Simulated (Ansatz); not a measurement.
Terminations of the (0001) surface of hcp Ti, measured from the surface 'clean 1x1'. Atoms come from or go to: Ag: fcc Ag, Al: fcc Al, Ga: alpha gallium, Ge: germanium, I: ½ I2(g), Pb: fcc Pb, Pt: fcc Pt, Ti: hcp Ti, Zn: hcp Zn, Zr: hcp Zr. ΔE is the energy of forming the row's surface from that one (negative: more stable at these reservoirs); the vacuum level's shift is aligned on the shared bottom. No zero-point or thermal terms. These are constructed structures in small cells; real faces may alloy, dewet or reconstruct in larger ones, and not all known structures of the face are among them. Slabs of about 12 Å with all that they carry, Fermi-Dirac smearing of 0.1 eV. Bottom of the slabs: a bare face, its two planes held. Relaxed from the named starts with such symmetry as they have, on meshes of like density; energies extrapolated to zero smearing; no spin-orbit coupling, no U. Spin-polarised runs, if any, are marked in brackets, and their order is one that fits the cell; the others ran without spin. A dash marks a value that is undefined for that row (no clear gap, or no work function of a gapped slab) or was not read reliably on its mesh.

These are PBE (plane waves to 420 eV, PAW; Ansatz, a first-principles code) values and carry that method's errors.

```tsv
surface	atoms added per 1x1	ΔE per 1x1 (eV)	shift of the vacuum level (eV)	work function (eV)
a layer of Ag in place of the third plane	+1 Ag, -1 Ti	0.13	-0.04	4.36
a layer of Pt in place of the second plane	+1 Pt, -1 Ti	___	-0.18	4.21
(√3x√3)R30° surface alloy, Pb on one Ti site of the top plane	+0.333 Pb, -0.333 Ti	-0.55	-0.24	4.15
a layer of Zr in place of the second plane	-1 Ti, +1 Zr	___	-0.03	4.35
a layer of Zn in place of the second plane	-1 Ti, +1 Zn	___	-0.09	4.30
a layer of Ga in place of the third plane	+1 Ga, -1 Ti	-0.68	0.00	4.42
a pseudomorphic layer of Pt in the host's stacking	+1 Pt	___	0.08	4.47
(√3x√3)R30° surface alloy, Pt on one Ti site of the top plane	+0.333 Pt, -0.333 Ti	-0.66	-0.29	4.10
(√3x√3)R30° layer of I, one a cell, on the site that continues the host's stacking	+0.333 I	-0.84	-0.53	3.85
a pseudomorphic layer of Ge in the other hollow	+1 Ge	-0.74	0.52	4.91
a layer of Ge in place of the third plane	+1 Ge, -1 Ti	-0.88	0.00	4.42
a layer of Al in place of the second plane	+1 Al, -1 Ti	-0.45	-0.04	4.35
```

**Question.** What belongs in the gaps?

**Answer.** 
- a layer of Pt in place of the second plane, ΔE per 1x1 (eV): -1.01
- a layer of Zr in place of the second plane, ΔE per 1x1 (eV): 0.35
- a layer of Zn in place of the second plane, ΔE per 1x1 (eV): 0.15
- a pseudomorphic layer of Pt in the host's stacking, ΔE per 1x1 (eV): -1.43
